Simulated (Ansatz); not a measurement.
**rock-salt CaO: the defect H interstitial started on O**

Level of theory: PBE, PAW (plane waves to 420 eV; Ansatz, a program for electronic structure). A 2×2×2 supercell of 64 sites was used; the energies come from a 2×2×2 shifted sampling of its zone. Site at the start: bound to O, open side. Energies of charged states are corrected for periodic images (point charge plus alignment at distant sites). Dielectric constants: PBE linear response of the host. Host gap at this level: 3.66 eV. A cell of this size leaves errors of a few tenths of an eV. The semilocal functional narrows the gap, so deep levels can fall outside it. Spin–orbit coupling is left out. Each state is the lowest found from its start.

Formation energies E_f are given with the Fermi level at the valence-band maximum. Chemical conditions: O-rich (Δμ(H) = -1.25 eV, bounded by H2O molecule; only phases computed here count, gases as isolated molecules at 0 K). Reference phases: H: H2 molecule in a box.

The name describes the start; the neighbours show where the added atom ended.

```csv
charge,moment (μB),point group,largest move off a lattice site (Å),neighbours of the added atom at the end (Å),image correction with alignment (eV),"E_f, O-rich (eV)"
+1,not spin-polarised,C3v,0.20,"O 0.97, Ca 2.21, Ca 2.21, Ca 2.21, O 2.60, O 2.60, O 2.60",0.17,0.44
0,1.0,Td,0.09,"Ca 2.12, Ca 2.12, Ca 2.13, Ca 2.13, O 2.17, O 2.18, O 2.18, O 2.18 (the shell may go on)",0.00,3.93
−1,not spin-polarised,Td,0.24,"Ca 2.04, Ca 2.04, Ca 2.04, Ca 2.04",0.12,5.57
```

Point groups are those of the whole cell at tolerances of 0.03 and 0.1 Å ("near" where only the looser one holds); none is given for unsettled states.

No other site or start that was run ended lower by more than 0.1 eV.

Transition levels above the valence-band maximum: ε(+1/0) = 3.49 eV; ε(0/−1) = 1.64 eV. On the lower envelope of the bound states, inside the gap: (+1/−1) at 2.57 eV; the others aren't thermodynamic.
